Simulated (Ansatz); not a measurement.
We consider double-hcp La, described by rVV10 (Ansatz, a first-principles code, PAW).

Run with plane-wave cutoff 520 eV, 18×18×6 k mesh (along the axes of the cell as run), Fermi–Dirac smearing 0.05 eV, scalar-relativistic PAW data made under PBE.

Computed at the level's own relaxed cell.

### Question
Give the computed c axis length, equilibrium lattice constant a, bulk modulus B0, equilibrium volume per atom and pressure derivative B′ of the bulk modulus.

### Answer

- c axis length = 12.148 Å
- equilibrium lattice constant a = 3.780 Å
- bulk modulus B0 = 28.1 GPa
- equilibrium volume per atom = 37.58 Å³/atom
- pressure derivative B′ of the bulk modulus = 2.6

The run finds no gap.

Measured, for comparison: lattice parameter c 12.171 Å, lattice constant a 3.774 Å (293 K, no zero-point or thermal correction; as tabulated in Wikipedia's data pages); bulk modulus 27.9 GPa (room temperature, no zero-point or thermal correction; as tabulated in Wikipedia's data pages). Computed (rounded) less measured: lattice parameter c -0.2 %, lattice constant a +0.2 %, bulk modulus +0.7 %.

Note: the bulk modulus comes from volumes at which shape and atoms were relaxed.

Spin–orbit coupling is not included.

Computed values are for the static lattice.
